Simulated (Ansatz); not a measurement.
**Predicting a run: zincblende ZnS (F-43m), hydrostatic pressure (both signs)**

Cell and atoms relaxed with PBEsol to each stress σ (compression positive); gaps by PBE with spin-orbit coupling, rigid bands (plane waves, PAW; Ansatz, a quantum-chemistry and plane-wave program). Unloaded cell: a = b = c = 3.7876 Å, α = β = γ = 60.00°.

```csv
σ (GPa),ln(V/V₀) (%),gap (eV)
0,0,2.206
-3.00,4.16,2.025
-2.00,2.69,2.089
1.00,-1.24,2.261
2.00,-2.40,2.312
4.00,-4.57,2.409
6.00,-6.57,2.500
```

Problem. Fit E_g = 2.206 eV + aσ + bσ² and ε = cσ + dσ² to the loaded rows by least squares.

Solution. a = 0.0562 eV/GPa, b = -0.00124 eV/GPa²; c = -1.28 %/GPa, d = 0.0320 %/GPa².

Problem. One run was withheld, at σ = -1.00 GPa. Predict its gap and its ln(V/V₀), then set them beside the run.

Solution. E_g = 2.206 + (0.0562)(-1.00) + (-0.00124)(-1.00)² = 2.149 eV and ε = (-1.28)(-1.00) + (0.0320)(-1.00)² = 1.31 %. The run gave 2.150 eV and 1.30 %, misses of 0.001 eV and 0.01 percentage points.

Gaps are resolved to about 0.01 eV; third decimals are kept for the arithmetic. Every relaxation keeps the zincblende phase (space group F-43m under this load), so a transition, a distortion that breaks the symmetry or fracture can't show.
